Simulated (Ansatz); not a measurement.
Consider the following.

```yaml
crystal:
  lattice:
    - [4.17472, 0.00000, 0.00000]
    - [0.00000, 4.17472, 0.00000]
    - [2.08736, 2.08736, 2.95198]
  atoms:
    - { symbol: In, position: [0.00000, 0.00000, 0.00000] }
    - { symbol: P, position: [0.75000, 0.25000, 0.50000] }
```

Space group of this cell: F-43m, zinc blende. The cell is taken as given.

The numbers are results of r2SCAN (plane waves, PAW; Ansatz, a program for electronic structure), not measurements.

The current runs along the normal of the first two printed vectors; no spin-orbit coupling. Scaled by the factor s: the length along the current (ions clamped). Meshes 10×10×10 and 8×8 across the current in all rows.

```
s     mean pressure (GPa)  band gap (eV)
----  -------------------  -------------
0.97                  2.3           1.12
1.00                  0.1           1.04
1.03                 -1.8              ?
```

Q: Take the slope of the band gap against ln s from the two given rows, extrapolate to s = 1.03, and say what the run there gives.

A: Slope = (1.12 − 1.04) / ln 0.97 = -2.63 eV. The line gives 1.04 + (-2.63) × ln 1.03 = 0.96 eV. The run gives 0.81 eV, 0.15 eV under the line, 196 % of the predicted step.
